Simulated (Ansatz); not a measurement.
The parent structure is BeTe in the zinc blende structure (space group F-43m, No. 216; a = 5.657 Å). Axes: x, y, z lie along the cube axes.

Calculations: r2SCAN (Ansatz, an electronic-structure program, PAW, spin-orbit coupling left out).

It is then changed as follows: the cell is scaled by 1.0300 in all directions; the atoms relax in the strained cell.

### Question
Predict the stress tensor and what it implies for the stiffness.

### Answer
Stress of the strained cell less that of the base (GPa, compression positive):
```
  -4.42    0.00    0.00
   0.00   -4.42    0.00
   0.00    0.00   -4.42
```

Then B = −ΔP/(ΔV/V₀) with ΔV/V₀ = 0.0927 gives secant stiffness values (nonlinear terms included at this strain): B ≈ 48 GPa.

As a check, the harmonic strain energy −½ V₀ Δσ:ε is 28 meV/atom; the computed energy rise is 31 meV/atom.

Whether these cells are dynamically stable was not tested.
